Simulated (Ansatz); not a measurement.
# Effect of isotropic strain −2.11 % on hypothetical ReO3 type CoCl3

The reference is CoCl$_{3}$ in the ReO3 type structure (space group Pm-3m, No. 221; a = 4.560 Å; ferromagnetic; a hypothetical phase, not in the database extracts checked; relaxed with 0.1 eV smearing).

The change: an isotropic linear strain of −2.11 %; the atoms relax in the strained cell.

Level of theory: PBEsol, PAW, 420 eV (Ansatz, an electronic-structure program; scalar-relativistic without spin-orbit coupling). Γ-centred 13×13×13 mesh, Fermi–Dirac width 0.1 eV.

The volume per atom shrinks by 1.47 Å³ (23.71 Å³ → 22.24 Å³) and the space group stays Pm-3m (No. 221). The energy increases by 15 meV/atom and the band gap stays zero. The magnetic state remains ferromagnetic.

Final structure:

```
CELL_PARAMETERS angstrom
      4.46407     0.00000     0.00000
      0.00000     4.46407     0.00000
      0.00000     0.00000     4.46407
ATOMIC_POSITIONS crystal
  Co 0.00000 0.00000 0.00000
  Cl 0.50000 0.00000 0.00000
  Cl 0.00000 0.00000 0.50000
  Cl 0.00000 0.50000 0.00000
```

Whether these cells are dynamically stable was not tested. No Hubbard U is applied and the magnetic state is the run's own (CoCl3 ferromagnetic); other magnetic orders, which need larger cells, were not tried and can change the gap.
